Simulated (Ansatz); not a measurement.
For WC (P-6m2, relaxed from the WC type) at 250 K, the quasi-harmonic free energy with PBEsol in Ansatz (a quantum-chemistry and plane-wave program) gives a volume expansion coefficient α_V = 7.70 × 10⁻⁶ K⁻¹, an isothermal bulk modulus B_T = 460.0 GPa, a molar volume V_m = 12.033 cm³/mol and C_V = 30.12 J/(mol K). The run noted for some of its cells that some bands missed the eigensolver's tolerance. Spin-orbit coupling is not included. The pressure is 15 GPa. The structure is held there; whether it is the stable one at that pressure was not tested.

Question: Work out the Grüneisen parameter, C_P and the adiabatic bulk modulus.

Answer: γ = α_V B_T V_m / C_V = 1.41. C_P − C_V = α_V² B_T V_m T = 0.08 J/(mol K), so C_P = 30.20 J/(mol K). B_S = B_T C_P/C_V = B_T (1 + α_V γ T) = 461.2 GPa.

The PAW data sets were generated under PBE and serve the other functionals too.
